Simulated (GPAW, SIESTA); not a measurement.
A SIESTA input for a self-consistent single point of InSb (F-43m, 2 atoms in the cell) (DFT, LDA PW92, numerical atomic orbitals DZP, PseudoDojo LDA standard norm-conserving potentials (rewritten from UPF to PSML)):

```
# files in the folder: In.psml Sb.psml (PseudoDojo LDA standard)
SystemName  InSb
SystemLabel insb

NumberOfAtoms                2
NumberOfSpecies              2
%block ChemicalSpeciesLabel
  1 49 In
  2 51 Sb
%endblock ChemicalSpeciesLabel
LatticeConstant              1.0 Bohr
%block LatticeVectors
     0.000000000    6.267484562    6.267484562
     6.267484562    0.000000000    6.267484562
     6.267484562    6.267484562    0.000000000
%endblock LatticeVectors
AtomicCoordinatesFormat      Ang
%block AtomicCoordinatesAndAtomicSpecies
     0.000000000    0.000000000    0.000000000  1
     1.658305000    1.658305000    1.658305000  2
%endblock AtomicCoordinatesAndAtomicSpecies

XC.functional                LDA
XC.authors                   PW92
PAO.BasisSize                DZP
PAO.EnergyShift              0.01 Ry
MeshCutoff                   300 Ry
%block kgrid.MonkhorstPack
    6   0   0  0.0
    0   6   0  0.0
    0   0   6  0.0
%endblock kgrid.MonkhorstPack
OccupationFunction           FD
ElectronicTemperature        0.1 eV

MaxSCFIterations             150
SCF.Mixer.Method             Broyden
SCF.Mixer.Weight             0.25
SCF.Mixer.History            8
SCF.DM.Tolerance             1.0E-05
Diag.ParallelOverK           true
WriteForces                  true
Charge.Mulliken              end
```

Task: Translate this input to GPAW.

Result: This is the input that was run; spellings and numerical settings could be chosen otherwise.

```python
from ase import Atoms
from ase.units import GPa
from gpaw import GPAW, PW, FermiDirac

atoms = Atoms(['In', 'Sb'],
              cell=[[0.000000, 3.316610, 3.316610],
                    [3.316610, 0.000000, 3.316610],
                    [3.316610, 3.316610, 0.000000]],
              positions=[[0.000000, 0.000000, 0.000000],
                         [1.658305, 1.658305, 1.658305]],
              pbc=True)

calc = GPAW(mode=PW(550),
            xc='LDA',
            kpts={'size': (6, 6, 6), 'gamma': True},
            occupations=FermiDirac(0.1),
            nbands=-8,
            symmetry={'symmorphic': False, 'tolerance': 0.0005},
            maxiter=100,
            txt='-')

atoms.calc = calc

energy = atoms.get_potential_energy()
print('Energy (eV):', round(energy, 6))
forces = atoms.get_forces()
print('Forces (eV/Ang):')
print(forces.round(5))
stress = atoms.get_stress()
print('Stress (GPa, Voigt):', (stress / GPa).round(4))
```

Basis, cutoffs, solver keys and any potentials are the target program's own. This input uses DFT LDA (Perdew-Wang 92), plane waves, GPAW PAW datasets LDA (gpaw-data 1.0.1). LDA parametrisations can differ slightly between programs. Both were run: pressure -3.04 GPa in SIESTA and -3.56 in GPAW.

On SIESTA: the starting cell comes from a database of computed structures (which also holds hypothetical and non-ambient phases and stackings), without a prior relaxation at this level. Values carry the incompleteness of an atom-centred basis. With a pressure of about -3 GPa the cell is away from its equilibrium volume at this level. The run gives no clean gap (levels at the Fermi energy touch, overlap or are partly filled at this smearing), which alone does not show that the compound is a metal.

On GPAW: the starting cell comes from a database of computed structures (which also holds hypothetical and non-ambient phases and stackings), without a prior relaxation at this level. With a pressure of about -4 GPa the cell is away from its equilibrium volume at this level. The run gives no clean gap (levels at the Fermi energy touch, overlap or are partly filled at this smearing), which alone does not show that the compound is a metal.
